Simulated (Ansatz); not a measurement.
System: quartz-high SiO2 (high-temperature phase). Method: r²SCAN+rVV10 (Ansatz, a program for electronic structure, plane waves, PAW).

Numerical settings: plane-wave cutoff 560 eV, 12×12×6 k mesh (along the axes of the cell as run), Fermi–Dirac smearing 0.01 eV, scalar-relativistic PAW data made under PBE.

Computed at the level's own relaxed cell.

```xyz
9
Lattice="2.5248 -4.3732 0.0000 2.5248 4.3732 0.0000 0.0000 0.0000 5.5350" Properties=species:S:1:pos:R:3 pbc="T T T"
Si     2.5248     0.0000     1.8450
Si     1.2624    -2.1866     0.0000
Si     1.2624     2.1866     3.6900
O      2.5248     2.5570     4.6125
O      1.5728     0.9081     2.7675
O      3.4769     0.9081     0.9225
O      2.5248    -2.5570     4.6125
O      3.4769    -0.9081     2.7675
O      1.5728    -0.9081     0.9225
```

Q: List the 31 lowest band energies at Γ above −25 eV (eV, relative to the valence band maximum), grouping those that round alike.

A: At Γ: -20.42, -18.97 (×2), -18.37, -18.34 (×2), -8.64 (×2), -5.83, -5.52, -5.41 (×2), -2.98, -2.93 (×2), -2.61, -1.76, -1.75 (×2), -1.03 (×2), -0.47 (×2), -0.19, 6.19, 9.68 (×2), 10.06 (×2), 11.13, 11.91.

Note: symmetry holds this phase in the static calculation, where it need not be a minimum; held by symmetry at 0 K, a high-temperature phase can be a saddle point.
